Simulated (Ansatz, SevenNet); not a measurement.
# B20 (FeSi-type) CoSi, equilibrium lattice constant a

Reference value: 4.444 Å (measured, temperature not stated, no zero-point or thermal correction; as tabulated in Wikipedia's data pages).

Question: What do SevenNet-0, LDA, PBE, PBE-D3(BJ), PBE-D4, r²SCAN, PBE0 give, and how far is each from the reference?

Answer: 
```tsv
level (code)	value (Å)	difference (%)
SevenNet-0 (SevenNet)	4.434	-0.23
LDA (Ansatz)	4.350	-2.12
PBE (Ansatz)	4.431	-0.29
PBE-D3(BJ) (Ansatz)	4.381	-1.42
PBE-D4 (Ansatz)	4.386	-1.31
r²SCAN (Ansatz)	4.383	-1.37
PBE0 (Ansatz)	4.359	-1.91
```

The reference's temperature isn't stated, so close values are not ranked against it. Off by more than 1.25 % (a bound picked here): LDA (-2.12 %), PBE-D3(BJ) (-1.42 %), PBE-D4 (-1.31 %), r²SCAN (-1.37 %), PBE0 (-1.91 %).

The measured value isn't corrected to a static lattice, so vibrations enter the comparison. A static lattice is as a rule a little smaller than the measured one. The crystal itself was run without spin with LDA, PBE, PBE-D3(BJ), PBE-D4, r²SCAN, PBE0. PBE0: the run has no spin polarisation, so it can have missed a magnetic state. Cutoffs and k meshes differ between the levels. Ansatz's density-functional and Hartree–Fock values are scalar-relativistic unless marked +SOC, with PAW data made under PBE.

Machine-learned potentials (SevenNet-0) are trained on DFT data, which may include these solids.

Differences are worked out from the printed values.

Ansatz is a first-principles code.
